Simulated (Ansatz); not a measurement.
Here is the system:

End structure of a constructed model of the (111) surface of fcc Pd, a layer of Pt in place of the second plane (bottom of the slab: a bare face, its two planes held):

```xyz
6
Lattice="2.7886 0.0000 0.0000 -1.3943 2.4150 0.0000 0.0000 0.0000 27.5000" Properties=species:S:1:pos:R:3 pbc="T T T"
Pd     0.0000     1.6100     8.0758
Pd     1.3943     0.8050    10.3527
Pd     0.0000     0.0000    12.6232
Pd     0.0000     1.6100    14.8961
Pt     1.3943     0.8050    17.1841
Pd     0.0000     0.0000    19.4822
```

Model: 6-atom slab, 11.3 Å thick at the start, 15x15x1 mesh, Fermi-Dirac 0.1 eV, dipole correction, 2 atoms held, the rest relaxed; held to the start's symmetry, so lower structures may exist; no spin, no spin-orbit, no U. In PBE it lies 0.04 eV a 1x1 cell over the lowest computed structure of the same composition (a layer of Pt in place of the third plane).

### Question
Give the work function of the top face at the level Ansatz (a first-principles code) with PBE.

### Answer
5.18 eV
